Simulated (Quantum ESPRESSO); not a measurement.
**Habitual settings against a tight run: YAl3 (P6_3/mmc, 8 atoms in the cell)**

Self-consistent single point.

```
CELL_PARAMETERS angstrom
      6.35295     0.00000     0.00000
     -3.17647     5.50181     0.00000
      0.00000     0.00000     4.65850
ATOMIC_POSITIONS crystal
  Y  0.33333 0.66667 0.75000
  Y  0.66667 0.33333 0.25000
  Al 0.14520 0.29040 0.25000
  Al 0.85480 0.70960 0.75000
  Al 0.85480 0.14520 0.75000
  Al 0.14520 0.85480 0.25000
  Al 0.70960 0.85480 0.25000
  Al 0.29040 0.14520 0.75000
```

Level of theory: LDA (PW92), PseudoDojo standard norm-conserving (LDA) pseudopotentials (plane waves; Quantum ESPRESSO 7.5).

Base settings: ecutwfc = 75 Ry; occupations = smearing; smearing = gaussian; degauss = 0.0147 Ry; potentials = {Y: Y.upf, Al: Al.upf}; K_POINTS = automatic 8 8 9 0 0 0; conv_thr = 1e-11 Ry.

Tight run (finer mesh or higher cutoff; not a proven limit): ecutwfc: 75 Ry → 105 Ry; conv_thr: 1e-11 Ry → 7.3e-11 Ry; K_POINTS: automatic 8 8 9 0 0 0 → automatic 11 11 13 0 0 0. It gave Fermi level (on the code's own zero) 8.16 eV; pressure -5.94 GPa; largest force (vector length) 0.019 eV/Å.

Quick runs, as changes from the base:
- A: ecutwfc: 75 Ry → 60 Ry; K_POINTS: automatic 8 8 9 0 0 0 → automatic 2 2 2 1 1 1
- B: ecutwfc: 75 Ry → 38 Ry; K_POINTS: automatic 8 8 9 0 0 0 → automatic 2 2 2 0 0 0
- C: ecutwfc: 75 Ry → 52 Ry; smearing: gaussian → methfessel-paxton; conv_thr: 1e-11 Ry → 7.3e-06 Ry; K_POINTS: automatic 8 8 9 0 0 0 → automatic 8 8 8 0 0 0
- D: ecutwfc: 75 Ry → 45 Ry; K_POINTS: automatic 8 8 9 0 0 0 → automatic 3 3 3 1 1 1
- E: K_POINTS: automatic 8 8 9 0 0 0 → automatic 4 4 4 0 0 0

Energies are extrapolated to zero smearing width, which holds to low order in the width alone (under cold and Methfessel-Paxton smearing the free energy itself is taken).

Dashes: time of A, B, under 30 s; pressure of C, not trusted under this conv_thr with d or f elements.

The count of work is k-points × plane waves × bands × iterations; it is no time. Core times come from one kind of shared machine and are given to one figure; runs under 30 s give none.

The starting cell comes from a database of computed structures (which also holds hypothetical and non-ambient phases and stackings), without a prior relaxation at this level. Its lattice was rescaled by a random factor within 2.5 % of one. In the base run, with a pressure of about -6 GPa the cell is away from its equilibrium volume at this level.

```
run  energy less tight (meV/atom)  pressure less tight (GPa)  largest miss in a force vector (eV/Å)  count of work / tight  core time / tight (rough)
---  ----------------------------  -------------------------  -------------------------------------  ---------------------  -------------------------
A                            52.5                      -0.13                                  0.425                 0.0071                          –
B                           220.0                      -6.74                                  0.298                 0.0083                          –
C                            18.7                          –                                  0.032                  0.078                       0.09
D                            88.8                      -2.41                                  0.202                  0.019                       0.02
E                             5.9                      -0.19                                  0.109                  0.074                       0.08
```

Among the runs at the tight run's level, the energy misses run from 5.9 to 220.0 meV/atom.
